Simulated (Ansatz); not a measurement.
# SrO: pressure −1 GPa

The parent structure is SrO in the rock salt structure (space group Fm-3m, No. 225; a = 5.1599 Å).

Perturbation: a negative pressure, −1 GPa.

Method: plane-wave PAW DFT at the r2SCAN level (Ansatz, an electronic-structure program, 500 eV), spin-orbit coupling left out. k-mesh 11×11×11 (Γ-centred); smearing 0.05 eV (Fermi–Dirac).

```csv
quantity,base,changed,shift
volume per atom,17.17 Å³,17.36 Å³,+0.19 Å³
density,5.01 g/cm³,4.96 g/cm³,-0.05 g/cm³
shortest interatomic distance,258.0 pm,258.9 pm,+0.9 pm
enthalpy H = E + PV relative to the base's energy,–,-0.11 eV/atom,–
band gap,3.80 eV,3.80 eV,0.00 eV
gap character,"indirect, Γ → X","indirect, Γ → X",–
smallest direct gap,3.88 eV,3.89 eV,+0.01 eV
width of the top valence band,1.08 eV,1.06 eV,-0.02 eV
electron mass,"1.2 mₑ along k, 0.40 mₑ across (at X)","1.2 mₑ along k, 0.40 mₑ across (at X)",–
"valley order (the lowest conduction-band minima on the path, energy above the VBM, named in the base's zone)",X along ⟨100⟩ 3.80 eV; Γ 4.59 eV,X along ⟨100⟩ 3.80 eV; Γ 4.51 eV,–
```

Final structure:

```yaml
crystal:
  lattice:
    - [0.00000, 2.58935, 2.58935]
    - [2.58935, 0.00000, 2.58935]
    - [2.58935, 2.58935, 0.00000]
  atoms:
    - { symbol: O, position: [0.00000, 0.00000, 0.00000] }
    - { symbol: Sr, position: [0.50000, 0.50000, 0.50000] }
```

Load acts through the strain it causes; cell and atoms are relaxed under it. Effective masses come from finite differences of ±0.01 Å⁻¹. Along k means along the line from Γ to the band edge. Whether these cells are dynamically stable was not tested.
